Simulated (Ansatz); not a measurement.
The parent structure is AlAs in the zinc blende structure (space group F-43m, No. 216; a = 5.6743 Å).

The values are results of PBEsol (Ansatz, a first-principles code; PAW; 420 eV plane waves; without spin-orbit coupling), earlier PAW set, not measurements.

For the base:

Smallest direct gap: 1.91 eV
Hole mass: 0.11, 0.48, 0.48 mₑ (at Γ)
Band gap: 1.34 eV
Width of the top valence band: 2.82 eV

The change: the cell is scaled by 0.9431 in all directions; the atoms relax in the strained cell.

### Question
Predict the new smallest direct gap.

### Answer
The smallest direct gap goes up by 1.43 eV, from 1.91 eV to 3.34 eV.

### Question
What happens to the hole mass?

### Answer
The hole mass (degenerate bands, along [100]) becomes 0.17, 0.43, 0.43 mₑ (at Γ) (base: 0.11, 0.48, 0.48 mₑ (at Γ)).

### Question
What happens to the band gap?

### Answer
The band gap drops by 0.346 eV (1.34 eV → 1.00 eV).

### Question
What happens to the energy relative to the base?

### Answer
The energy rises by 181 meV/atom.

### Question
How does this affect the width of the top valence band?

### Answer
The width of the top valence band grows by 0.635 eV (2.82 eV → 3.46 eV).

Effective masses come from finite differences of ±0.01 Å⁻¹. Stability against distortions was not tested.
